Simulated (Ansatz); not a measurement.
We consider cubic perovskite BaHfO3, described by r²SCAN-D4 (PAW; Ansatz, a first-principles code).

Run with plane-wave cutoff 560 eV, 8×8×8 k mesh, Fermi–Dirac smearing 0.01 eV, scalar-relativistic PAW data made under PBE.

Response to compression and expansion:

| V (Å³/atom) | P (GPa) | direct gap at Γ (eV) | smallest gap on the k mesh (eV) |
|---|---|---|---|
| 13.637 | 12.22 | 4.347 | 4.341 |
| 13.927 | 7.70 | 4.344 | 4.296 |
| 14.217 | 3.64 | 4.335 | 4.251 |
| 14.507 | 0.00 | 4.321 | 4.206 |
| 14.797 | -3.27 | 4.304 | 4.159 |
| 15.087 | -6.22 | 4.283 | 4.112 |
| 15.377 | -8.86 | 4.259 | 4.065 |

The fundamental gap (4.21 eV at the equilibrium volume, with added k points) lies elsewhere than Γ–Γ.

Spin–orbit coupling is not included.
